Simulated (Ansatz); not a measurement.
Input:

```xyz
1
Lattice="0.0287 2.0464 2.0464 2.0464 0.0287 2.0464 2.0464 2.0464 0.0287" Properties=species:S:1:pos:R:3 pbc="T T T"
Ag     0.0000     0.0000     0.0000
```

These are PBEsol, rigid bands (plane waves, PAW, scalar-relativistic; Ansatz, a quantum-chemistry and plane-wave program) values and carry that method's errors. Condition of this run: uniaxial stress along [111] of -2 GPa (compression positive) (the target of the relaxation). Geometry: cell and atoms relaxed with PBEsol, then loaded as said.

### Question
For narrow interconnects the product ρ₀λ of bulk resistivity and mean free path ranks metals, the lower the better. What is it here?

### Answer
8.4 ×10⁻¹⁶ Ω·m².

### Question
And the Drude plasma energy and the root-mean-square Fermi velocity at 300 K?

### Answer
9.2 eV; 1.4e6 m/s.

A metal at this level (no band gap); rigid bands, thermally averaged at 300 K, both spins. Spin-orbit coupling is left out. τ is one relaxation time for all states; the product of resistivity and mean free path takes one path for all states instead.
